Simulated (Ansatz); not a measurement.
We consider Mo₃Os (model structure, started from the Cu3Au type, Pm-3m, No. 221, 4 atoms in the cell), described by LDA (Ansatz, a program for electronic structure, plane waves, PAW).

Numerical settings: plane-wave cutoff 520 eV, 14×14×14 k mesh, Fermi–Dirac smearing 0.05 eV, no spin polarisation, scalar-relativistic PAW data made under PBE.

Cell (relaxed at this level):

```
CELL_PARAMETERS angstrom
      3.89735     0.00000     0.00000
      0.00000     3.89735     0.00000
      0.00000     0.00000     3.89735
ATOMIC_POSITIONS crystal
  Mo 0.00000 0.50000 0.50000
  Mo 0.50000 0.50000 0.00000
  Mo 0.50000 0.00000 0.50000
  Os 0.00000 0.00000 0.00000
```

### Question
Give the computed bulk modulus.

### Answer

- bulk modulus = 313 GPa

Note: the run has no spin polarisation, so it can have missed a magnetic state; the bulk modulus is −V dP/dV from two relaxed cells at ±2 % in volume; the relaxation could raise the start's symmetry but not lower it, so the cell can be a saddle point.

Spin–orbit coupling is not included.

Computing time: around 50 core-seconds (rough).

A model structure was made by putting elements into a prototype or built by hand; it is no filed structure, need not be a known phase, and can be a saddle point held by its symmetry.
